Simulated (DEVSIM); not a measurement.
System: Schottky contact on n-type Si, at 300 K.

Layer 1 from the left is Si, thickness (μm) 4.20, Nd (cm⁻³) 2.1e17, τn (s) 2.2e-6, τp (s) 2.2e-6. Layer 2 from the left is Si, thickness (μm) 2.20, Nd (cm⁻³) 1.5e18, τn (s) 2.2e-6, τp (s) 2.2e-6.

Left contact: Schottky, work function 4.81 eV, emission velocity 2.7e6 cm/s. Right contact: ohmic. Voltage is applied to the left contact. Recombination: SRH at mid-gap, Auger. Mobility is μmin + (μ − μmin)/(1 + (N/Nref)^α).

Constants are typed, rounded textbook-type inputs, not results; the design itself was drawn at random and stands for no fabricated device. Values at 300 K.

Si: gap (eV) 1.124, affinity (eV) 4.05, permittivity 11.7, Nc (cm⁻³) 2.86e19, Nv (cm⁻³) 3.1e19, μn (cm²/Vs) 1417, μp (cm²/Vs) 470, μn,min 52, μp,min 45, Nref,n 9.7e16, Nref,p 2.2e17, αn 0.68, αp 0.72, Cn (cm⁶/s) 2.8e-31, Cp (cm⁶/s) 9.9e-32.

Simulated with DEVSIM: 1D drift-diffusion, Boltzmann statistics, complete ionisation; no tunnelling, impact ionisation, image-force lowering or self-heating. Metal contacts follow the ideal Schottky-Mott rule: no Fermi-level pinning, no interface dipoles.

Dark forward current:

| |V| (V) | |J| (A/cm²) |
|---|---|
| 0.05 | 1.219e-5 |
| 0.10 | 9.639e-5 |
| 0.15 | 0.0006780 |
| 0.20 | 0.004694 |
| 0.25 | 0.03241 |
| 0.30 | 0.2235 |
| 0.35 | 1.539 |
| 0.40 | 10.50 |
| 0.45 | 67.99 |
| 0.50 | 350.0 |
| 0.55 | 1110 |
| 0.60 | 2295 |

Work out the local ideality factor n = ΔV / (kT/q · ln(J2/J1)) between the rows 0.15 and 0.20 V, 0.55 and 0.60 V.

kT/q = 25.85 mV. From 0.15 to 0.20 V: ln(0.004694/0.0006780) = 1.935, n = 1.00, near the 1 of diffusion or emission over a barrier. From 0.55 to 0.60 V: ln(2295/1110) = 0.726, n = 2.66; the layers' resistance at their doping, Σ W/(qμN) = 2.6e-5 Ω cm², would take 31 mV of this step of 50 mV.

Estimate the current at 0.30 V for emission alone, J0 = q v N_band exp(−φB/kT), and read the barrier back from the simulated current.

φB = 0.760 eV, N_band = 2.86e19 cm⁻³, J0 = 2.11e-6 A/cm²; J = J0 (exp(qV/kT) − 1) = 0.231 A/cm². The simulation gives 0.224 A/cm²; the estimate lies 3.5 % above. Read backwards, the simulated current gives an apparent barrier of 0.761 eV. The estimate leaves out transport through the depletion region and minority injection.
